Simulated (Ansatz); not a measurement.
Consider TiC in the rock salt structure (space group Fm-3m, No. 225; relaxed with 0.1 eV smearing).

```yaml
crystal:
  lattice:
    - [0.00000, 2.16654, 2.16654]
    - [2.16654, 0.00000, 2.16654]
    - [2.16654, 2.16654, 0.00000]
  atoms:
    - { symbol: Ti, position: [0.00000, 0.00000, 0.00000] }
    - { symbol: C, position: [0.50000, 0.50000, 0.50000] }
```

Method: PBE (Ansatz, an electronic-structure program, PAW, no spin-orbit coupling).

For the base:

The pressure comes out as 0.0 GPa.

One thing is altered: the cell is scaled by 0.9800 in all directions; the atoms relax in the strained cell.

**Question.** Predict the new energy relative to the base.

**Answer.** The energy rises by 30 meV/atom.

**Question.** Estimate the effect on the pressure.

**Answer.** The pressure goes from zero to 17.1 GPa.

Stability against distortions was not tested. The final runs are not spin-polarised.
